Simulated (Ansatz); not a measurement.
# A computed series for HfN: response to strain

Take HfN in the rock salt structure (space group Fm-3m, No. 225; a = 4.5257 Å; relaxed with 0.1 eV smearing) as the base. Axes: x, y, z lie along the cube axes.

Strains are applied to the cell and any free atomic positions relax; under biaxial strain the out-of-plane vector relaxes too.

Computed with plane-wave PAW DFT at the r2SCAN level (Ansatz, an electronic-structure program, 500 eV), no spin-orbit coupling.

Notes on the quantities. energy relative to the base: free energy F.

```json
[
 {"biaxial strain, plane normal [001], relaxed out of plane (%)": "-3", "energy relative to the base (meV/atom)": "49.8"},
 {"biaxial strain, plane normal [001], relaxed out of plane (%)": "-2.5", "energy relative to the base (meV/atom)": "33.9"},
 {"biaxial strain, plane normal [001], relaxed out of plane (%)": "-2", "energy relative to the base (meV/atom)": "21.3"},
 {"biaxial strain, plane normal [001], relaxed out of plane (%)": "-1.5", "energy relative to the base (meV/atom)": "11.7"},
 {"biaxial strain, plane normal [001], relaxed out of plane (%)": "-1", "energy relative to the base (meV/atom)": "5.1"},
 {"biaxial strain, plane normal [001], relaxed out of plane (%)": "-0.5", "energy relative to the base (meV/atom)": "?"},
 {"biaxial strain, plane normal [001], relaxed out of plane (%)": "0", "energy relative to the base (meV/atom)": "0.0"}
]
```

Q: Fit ΔE = Aε² + Bε³ (ε in %) to the rows shown and predict the withheld row.

A: Least squares on the printed values gives A = 4.89 and B = -0.22 meV/atom (largest residual 0.0 meV/atom); this predicts 1.2 meV/atom, and the run gives 1.3 meV/atom, in agreement.

Stability against distortions was not tested. All final runs are without spin polarisation. An odd electron count without spin: HfN.
